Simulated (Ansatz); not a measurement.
Results of PBEsol in Ansatz (plane waves, PAW) for NbN (model structure, started from the NbAs type, I4₁md, No. 109, 4 atoms in the cell).

Run with plane-wave cutoff 520 eV, 28×28×28 k mesh, Fermi–Dirac smearing 0.05 eV, no spin polarisation, scalar-relativistic PAW data made under PBE.

Cell (relaxed at this level):

Space group I4₁md (No. 109); a = 2.886 Å, b = 2.886 Å, c = 10.242 Å, α = 90.00°, β = 90.00°, γ = 90.00°

| atom | site | symmetry | x | y | z |
|---|---|---|---|---|---|
| Nb | 4a | 2mm. | 0.0000 | 0.0000 | 0.2489 |
| N | 4a | 2mm. | 0.0000 | 0.0000 | 0.6671 |
(The calculation used a cell of 4 atoms; values per cell refer to that cell.)

Task: Give the computed band gap, smallest direct gap on the k points sampled and direct gap at Γ.

Result: 
- band gap = 0.26 eV
- smallest direct gap on the k points sampled = 0.64 eV
- direct gap at Γ = 4.98 eV

Note: the relaxation could raise the start's symmetry but not lower it, so the cell can be a saddle point.

Spin–orbit coupling is not included.

The computed numbers hold no vibrational or temperature effects.

Cost on a shared machine: about 2.7 core-minutes (a rough figure).

A model structure was made by putting elements into a prototype or built by hand; it is no filed structure, need not be a known phase, and can be a saddle point held by its symmetry.

Ansatz is a quantum-chemistry and plane-wave program.
